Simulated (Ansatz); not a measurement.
GaN (P6_3mc) under biaxial stress in the c plane (compression positive): band gap by r2SCAN with spin-orbit coupling, rigid bands (plane waves, PAW; Ansatz, a first-principles code). The unloaded cell, whose axes the loads refer to:

```
CELL_PARAMETERS angstrom
      3.18259     0.00000     0.00000
     -1.59130     2.75620     0.00000
      0.00000     0.00000     5.18543
ATOMIC_POSITIONS crystal
  Ga 0.33333 0.66667 0.99919
  Ga 0.66667 0.33333 0.49919
  N  0.33333 0.66667 0.37581
  N  0.66667 0.33333 0.87581
```

| biaxial stress in the c plane (compression positive) (GPa) | volume per atom (Å³) | band gap (eV) |
|---|---|---|
| -8 | 11.72 | ? |
| -4 | 11.54 | 2.250 |
| 0 | 11.37 | 2.348 |
| 4 | 11.22 | 2.388 |
| 8 | 11.07 | 2.409 |

Problem. Fit a straight line to band gap against the load over the rows given, and predict the row at -8 GPa.

Solution. The means are x̄ = 2.000 GPa and ȳ = 2.3487; Σ(x − x̄)(y − ȳ) = 1.034 and Σ(x − x̄)² = 80.00, so the slope is 12.9 meV per GPa, and the rows given lie within 25 meV of the line. At -8 GPa the line gives 2.220 eV; the calculation gives 2.098 eV, 5.8 % from it, so the trend bends or changes character over this range.

 Stresses and pressures are the targets of the relaxation. The structure type is held at every load. Geometry: cell and atoms relaxed with PBEsol.
